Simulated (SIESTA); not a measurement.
Worked example: relaxation of cell and atoms of MgH₂ (Pnma, 12 atoms in the cell) in SIESTA.

Method: SIESTA with LDA PW92, numerical atomic orbitals DZP, PseudoDojo LDA standard norm-conserving potentials (rewritten from UPF to PSML).

```xyz
12
Lattice="5.3204 0.0000 0.0000 0.0000 3.1248 0.0000 0.0000 0.0000 6.0190" Properties=species:S:1:pos:R:3 pbc="T T T"
Mg     3.9822     0.7812     2.3880
Mg     1.3382     2.3436     3.6310
Mg     3.9984     2.3436     5.3975
Mg     1.3220     0.7812     0.6215
H      2.5399     0.7812     5.0144
H      2.7805     2.3436     1.0046
H      0.1203     2.3436     2.0049
H      5.2001     0.7812     4.0141
H      3.4003     2.3436     3.4589
H      1.9201     0.7812     2.5601
H      4.5803     0.7812     0.4494
H      0.7401     2.3436     5.5696
```

Reference input (self-consistent single point, DFT, LDA PW92, numerical atomic orbitals DZP, PseudoDojo LDA standard norm-conserving potentials (rewritten from UPF to PSML)): XC.functional = LDA; XC.authors = PW92; potentials = PseudoDojo LDA standard; PAO.BasisSize = DZP; PAO.EnergyShift = 0.005 Ry; MeshCutoff = 400 Ry; kgrid.MonkhorstPack = 3 6 3; OccupationFunction = FD; ElectronicTemperature = 10 K; MaxSCFIterations = 150; SCF.Mixer.Method = Broyden; SCF.Mixer.Weight = 0.1. This run's input differs from it in these lines:

```diff
@@ -51,2 +51,8 @@
 Diag.ParallelOverK           true
+MD.TypeOfRun                 Broyden
+MD.Steps                     40
+MD.MaxForceTol               0.02 eV/Ang
+MD.VariableCell              true
+MD.MaxStressTol              0.05 GPa
+Target.Pressure              5 GPa
 WriteForces                  true
```

Output (repeated stretches shortened):

```
        iscf     Eharris(eV)        E_KS(eV)     FreeEng(eV)     dDmax    Ef(eV) dHmax(eV)
   scf:    1    -6551.020671    -6574.308322    -6574.308322  2.371292 -3.922650  4.956050
   scf:    2    -6574.996507    -6574.655956    -6574.655956  0.049585 -4.214801  4.323240
   scf:    3    -6576.390606    -6575.674275    -6575.674275  0.321410 -3.244829  0.197011
   scf:    4    -6575.676444    -6575.675381    -6575.675381  0.002408 -3.264463  0.165289
   scf:    5    -6575.678908    -6575.677848    -6575.677848  0.014800 -3.357053  0.040627
   [... 7 lines left out ...]
   scf:   13    -6575.678096    -6575.678096    -6575.678096  0.000017 -3.376595  0.000426
   scf:   14    -6575.678096    -6575.678096    -6575.678096  0.000018 -3.376581  0.000326
   scf:   15    -6575.678096    -6575.678096    -6575.678096  0.000013 -3.376569  0.000253
   scf:   16    -6575.678096    -6575.678096    -6575.678096  0.000010 -3.376560  0.000217
SCF Convergence by DM+H criterion
max |DM_out - DM_in|         :     0.0000096629
max |H_out - H_in|      (eV) :     0.0002166038
SCF cycle converged after 16 iterations

Using DM_out to compute the final energy and forces

siesta: E_KS(eV) =            -6575.6781

siesta: E_KS - E_eggbox =     -6575.6781

siesta: Atomic forces (eV/Ang):
     1   -0.005630   -0.000000    0.009087
     2    0.005630    0.000000   -0.009087
     3    0.005630    0.000000    0.009087
     4   -0.005630    0.000000   -0.009087
     5   -0.002297    0.000000   -0.036637
     6    0.002297   -0.000000    0.036637
     7    0.002297    0.000000   -0.036637
     8   -0.002297    0.000000    0.036637
     9   -0.029282   -0.000000    0.003880
    10    0.029282    0.000000   -0.003880
    11    0.029282   -0.000000    0.003880
   [... lines left out ...]
siesta: Pressure (static):         -0.40431473  kBar
siesta: Pressure (total):         -0.40431473  kBar
No target stress found, assuming hydrostatic MD.TargetPressure.
Target stress (kBar)
outcell: Cell volume (Ang**3)        :     93.5297
        iscf     Eharris(eV)        E_KS(eV)     FreeEng(eV)     dDmax    Ef(eV) dHmax(eV)
siesta: Pressure (static):         49.90082622  kBar
siesta: Pressure (total):         49.90082622  kBar
outcell: Cell volume (Ang**3)        :     93.5297
siesta: FreeEng =     -6575.586007
   [... lines left out ...]
     1     1.230099    8.769901  Mg
     2     1.230099    8.769901  Mg
     3     1.230099    8.769901  Mg
     4     1.230099    8.769901  Mg
     5    -0.686565    1.686565  H
     6    -0.686564    1.686564  H
     7    -0.686564    1.686564  H
     8    -0.686564    1.686564  H
     9    -0.543535    1.543535  H
    10    -0.543535    1.543535  H
    11    -0.543535    1.543535  H
    12    -0.543535    1.543535  H
 Total    -0.000000
```

The run converged. 

Summary of the result:
| Quantity | Result |
|---|---|
| Free energy E − TS | -6575.5860 eV |
| Top of the valence band (on the code's own zero) | -5.09 eV |
| Gap on the k-point mesh | 1.99 eV |
| Pressure | 4.99 GPa |
| Largest force (vector length) | 0.002 eV/Å |
| Final cell | a = 5.2269 Å, b = 3.0569 Å, c = 5.8536 Å, α = 90.00°, β = 90.00°, γ = 90.00° |
| Final volume per atom | 7.79 Å³ |
| Relaxation steps | 16 |

The starting cell comes from a database of computed structures (which also holds hypothetical and non-ambient phases and stackings), without a prior relaxation at this level. Its lattice was rescaled by a random factor within 2.5 % of one. Values carry the incompleteness of an atom-centred basis.

Cost on one core of a shared machine: roughly 10 min.
